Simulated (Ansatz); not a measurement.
The (21-30) face of 2H silicon carbide (a metastable polymorph) can be cut between different planes. Symmetric, stoichiometric slabs relaxed in the 1x1 cell (41.5 Å²): top plane C + Si, 0.34 Å over the next in the ideal cut; top plane C + Si, 0.67 Å over the next in the ideal cut.

Calculation: PBE (plane waves to 420 eV, PAW; Ansatz, a quantum-chemistry and plane-wave program).

Question: Order them by surface energy (lowest first) at the level PBE.

Answer: the cut with an outer spacing of 0.34 Å (2.56 J/m²), the cut with an outer spacing of 0.67 Å (3.27 J/m²; 2 C–C, 2 Si–Si bonds formed)
